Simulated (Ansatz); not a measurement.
Results of PBEsol in Ansatz (PAW) for Pt3GaN (model structure, started from the Ni3MgC type, Pm-3m, No. 221, 5 atoms in the cell).

Run with plane-wave cutoff 520 eV, 14×14×14 k mesh, Fermi–Dirac smearing 0.05 eV, scalar-relativistic PAW data made under PBE.

Cell (relaxed at this level):

GaPt3N has the cubic space group Pm-3m (No. 221), the anti-perovskite structure, Pearson symbol cP5. Cell: a = b = c = 4.1464 Å, α = β = γ = 90.00°. Ga on 1a is surrounded by 12 Pt at 2.932 Å (cuboctahedral). Pt on 3c is coordinated by 2 N at 2.073 Å and 8 Pt at 2.932 Å and 4 Ga at 2.932 Å. N on 1b sees 6 Pt at 2.073 Å (octahedral). (Neighbours: up to the widest gap in distance over summed covalent radii, below 1.35, at either atom; cation-cation and far metal-metal contacts left out.)

Task: Estimate the bulk modulus that the calculation returns.

Result: 
* **bulk modulus**: 209 GPa

The run finds no gap.

Note: the bulk modulus is −V dP/dV from two relaxed cells at ±2 % in volume; the relaxation could raise the start's symmetry but not lower it, so the cell can be a saddle point.

Spin–orbit coupling is not included; it can open a gap where bands touch, and shift volumes and moduli.

Static lattice: no zero-point or thermal effects.

The result took very roughly 2.3 core-minutes.

A model structure was made by putting elements into a prototype or built by hand; it is no filed structure, need not be a known phase, and can be a saddle point held by its symmetry.

Ansatz is a program for electronic structure.
